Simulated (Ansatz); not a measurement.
## How far a parabola holds: energy against volume of cubic perovskite KMgF₃

Cubic perovskite KMgF₃, treated with PBE in Ansatz (PAW). Settings: plane-wave cutoff 520 eV, 8×8×8 k mesh, Fermi–Dirac smearing 0.01 eV, scalar-relativistic PAW data made under PBE. The cell has no free parameter but its volume, all volumes share cutoff and mesh, and the runs aren't spin-polarised. Energies are free energies at the run's smearing, counted from the lowest row; static lattice.

| V (Å³/atom) | E (meV/atom) |
|---|---|
| 12.530 | ? |
| 12.797 | 4.73 |
| 13.063 | 1.14 |
| 13.330 | 0.00 |
| 13.597 | 1.06 |
| 13.863 | 4.10 |

Using a parabola, estimate the missing E at V = 12.530 from the other rows, showing the fit.

With u = V - 13.3, the rows have u = -0.5030, -0.2370, 0.0300, 0.2970, 0.5630. Least squares gives E = 0.024 - 1.436·u + 15.557·u². Residuals (row less fit): 0.048, -0.098, 0.005, 0.090, -0.047; standard error 0.105 (degrees of freedom: 2). The fitted curve has its minimum at V = 13.3, where E = -0.01. Its curvature is d²E/dV² = 2 × 15.557 meV/Å⁶, so B = V0·d²E/dV² × 0.1602 = 66.5 GPa. At the withheld row, u = -0.7700, so E = 0.024 - 1.436 × (-0.7700) + 15.557 × (-0.7700)² = 10.353 meV/atom. The calculation gives 11.06 meV/atom, 0.707 meV/atom above the prediction (6.4 % of the range of E in the table). The row lies outside the fitted rows, so this is an extrapolation. From the scatter of the fitted rows alone, a prediction at this place has a standard error of 0.250 meV/atom, so the miss is 2.8 times that.

The residuals are curvature that a parabola lacks, not noise. A solid that stiffens under compression and softens on expansion lies above the parabola at the compressed end and under it at the expanded end, as this row does. A third-order Birch-Murnaghan fit to the whole scan has B0 = 66.1 GPa. Only scans are tabulated whose curvature falls smoothly with volume, and where the parabola meets the shown rows within 5 % of their range and misses the end by 0.1 meV or more.

Measured, for comparison: bulk modulus 75.1 GPa (room temperature, no zero-point or thermal correction, sources range from 71.2 to 75.1; as tabulated in Vaitheeswaran et al. (2007), arXiv:cond-mat/0703621). Computed less measured: bulk modulus -12 % (-7 % to -12 % over the range).

Note: the relaxation could not lower the start's symmetry, so the cell can be a saddle point above a distorted one.

Ansatz is a first-principles code.
